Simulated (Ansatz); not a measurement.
# Mo3Ge: pressure series

The reference is Mo₃Ge in the A15 (Cr3Si type) structure (space group Pm-3n, No. 223; a cell from a computed database, its experimental status unchecked).

```
CELL_PARAMETERS angstrom
      4.90795     0.00000     0.00000
      0.00000     4.90795     0.00000
      0.00000     0.00000     4.90795
ATOMIC_POSITIONS crystal
  Ge 0.00000 0.00000 0.00000
  Ge 0.50000 0.50000 0.50000
  Mo 0.25000 0.00000 0.50000
  Mo 0.75000 0.00000 0.50000
  Mo 0.50000 0.75000 0.00000
  Mo 0.50000 0.25000 0.00000
  Mo 0.00000 0.50000 0.75000
  Mo 0.00000 0.50000 0.25000
```

Cell and atoms are relaxed at each pressure.

Computed with PBEsol (Ansatz, a quantum-chemistry and plane-wave program), scalar-relativistic without spin-orbit coupling.

Notes on the quantities. enthalpy: H = E + PV relative to the base's energy.

```json
[
 {"case": "base", "shortest interatomic distance": "2.454 Å", "enthalpy": "–"},
 {"case": "pressure 0.3 GPa", "shortest interatomic distance": "2.453 Å", "enthalpy": "+0.03 eV/atom"},
 {"case": "pressure 0.7 GPa", "shortest interatomic distance": "2.452 Å", "enthalpy": "+0.06 eV/atom"},
 {"case": "pressure 1.5 GPa", "shortest interatomic distance": "2.449 Å", "enthalpy": "+0.14 eV/atom"},
 {"case": "pressure 3 GPa", "shortest interatomic distance": "2.445 Å", "enthalpy": "+0.28 eV/atom"},
 {"case": "pressure 5 GPa", "shortest interatomic distance": "2.439 Å", "enthalpy": "+0.46 eV/atom"},
 {"case": "pressure 7.5 GPa", "shortest interatomic distance": "2.432 Å", "enthalpy": "+0.68 eV/atom"}
]
```

Load acts through the strain it causes; cell and atoms are relaxed under it. Stability against distortions was not tested. Competing high-pressure phases were not computed. The final runs are not spin-polarised.
